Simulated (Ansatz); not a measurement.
The parent structure is MoTe2 in the 2H-MoS2 type structure (space group P6_3/mmc, No. 194; a = 3.542 Å, c = 14.182 Å; layered, stacked along the Cartesian z axis).

Calculations: Ansatz (a quantum-chemistry and plane-wave program) r2SCAN+rVV10, spin-orbit coupling left out, earlier PAW set.

Base values:

c/a ratio: 4.004
Band gap: 0.87 eV
Valence-band top at Γ: 0.00, -0.50, -0.98 eV
Width of the top valence band: 1.07 eV

Perturbation: every Te is replaced by S; the structure is relaxed again.

Tabulated Pauling electronegativity and covalent radius: Te 2.10, 1.38 Å; S 2.58, 1.05 Å.

### Question
How does this affect the c/a ratio, band gap, valence-band top at Γ and width of the top valence band?

### Answer
The c/a ratio decreases by 0.085, from 4.004 to 3.919; the band gap goes up by 0.14 eV (0.87 eV → 1.01 eV); the valence-band top at Γ (three highest levels, from the VBM) goes from 0.00, -0.50, -0.98 eV to 0.00, -1.13, -1.36 eV; the width of the top valence band grows by 0.61 eV to 1.68 eV.

With Te present, leaving out spin-orbit coupling can change the band edges. Whether these cells are dynamically stable was not tested.
